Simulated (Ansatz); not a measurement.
# Pressure series in SiC

Take SiC in the wurtzite structure (space group P6_3mc, No. 186) as the base.

```cif
data_C2Si2
_chemical_formula_sum 'Si2 C2'
_space_group_name_H-M_alt 'P 1'
_space_group_IT_number 1
_cell_length_a 3.05640
_cell_length_b 3.05640
_cell_length_c 5.01582
_cell_angle_alpha 90.000
_cell_angle_beta 90.000
_cell_angle_gamma 120.000
loop_
_space_group_symop_operation_xyz
  'x, y, z'
loop_
_atom_site_label
_atom_site_type_symbol
_atom_site_fract_x
_atom_site_fract_y
_atom_site_fract_z
_atom_site_occupancy
Si1 Si 0.33333 0.66667 0.99959 1
Si2 Si 0.66667 0.33333 0.49959 1
C1 C 0.33333 0.66667 0.37541 1
C2 C 0.66667 0.33333 0.87541 1
```

Cell and atoms are relaxed at each pressure.

The values are results of Ansatz (a program for electronic structure), LDA, PAW, cutoff 420 eV, no spin-orbit coupling, not measurements.

| change | smallest direct gap | volume per atom | band gap |
|---|---|---|---|
| base | 3.92 eV | 10.14 Å³ | 2.13 eV |
| pressure −2 GPa | 3.90 eV | 10.23 Å³ | 2.15 eV |
| pressure −1 GPa | 3.91 eV | 10.19 Å³ | 2.14 eV |
| pressure 0.9 GPa | 3.93 eV | 10.11 Å³ | 2.12 eV |
| pressure 2.1 GPa | 3.94 eV | 10.05 Å³ | 2.12 eV |
| pressure 4.5 GPa | 3.96 eV | 9.96 Å³ | 2.10 eV |
| pressure 9 GPa | 3.99 eV | 9.78 Å³ | 2.07 eV |
| pressure 15 GPa | 4.03 eV | 9.57 Å³ | 2.03 eV |
| pressure 30 GPa | 4.13 eV | 9.12 Å³ | 1.94 eV |

Load acts through the strain it causes; cell and atoms are relaxed under it. Stability against distortions was not tested. Competing high-pressure phases were not computed.
